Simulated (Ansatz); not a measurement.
## Corundum In2O3 (high-pressure phase)

Calculation: LDA (Ansatz, an electronic-structure program, plane waves, PAW).

Run with plane-wave cutoff 500 eV, 10×10×10 k mesh, gaussian smearing 0.02 eV, scalar-relativistic PAW data made under PBE.

Cell: relaxed at this level.

```
Item                                               Value
---------------------------  ---------------------------
equilibrium volume per atom                12.37 Å³/atom
lattice constant a                               5.461 Å
c axis length                                   14.373 Å
band gap                     1.29 eV (on the SCF k mesh)
```

Spin–orbit coupling is not included.

Static lattice: no zero-point or thermal effects.
